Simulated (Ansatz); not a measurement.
The parent structure is Zn in the hcp (Mg type) structure (space group P6_3/mmc, No. 194; a = 2.613 Å, c = 4.781 Å; relaxed with 0.1 eV smearing). Axes: x lies along a and z along c of the hexagonal cell.

Method: PBEsol (Ansatz, a quantum-chemistry and plane-wave program, PAW, without spin-orbit coupling).

One thing is altered: an isotropic linear strain of −2.50 %; the atoms relax in the strained cell.

Problem. Predict the stress tensor and what it implies for the stiffness.

Solution. Stress of the strained cell less that of the base (GPa, compression positive):
```
    9.7     0.0     0.0
    0.0     9.7     0.0
    0.0     0.0     6.4
```

Then B = −ΔP/(ΔV/V₀) with ΔV/V₀ = -0.0731 gives secant stiffness values (nonlinear terms included at this strain): B (at held cell shape, above the free-shape value) ≈ 117 GPa.

As a check, the harmonic strain energy −½ V₀ Δσ:ε is 28 meV/atom; the computed energy rise is 26 meV/atom.

Whether these cells are dynamically stable was not tested.
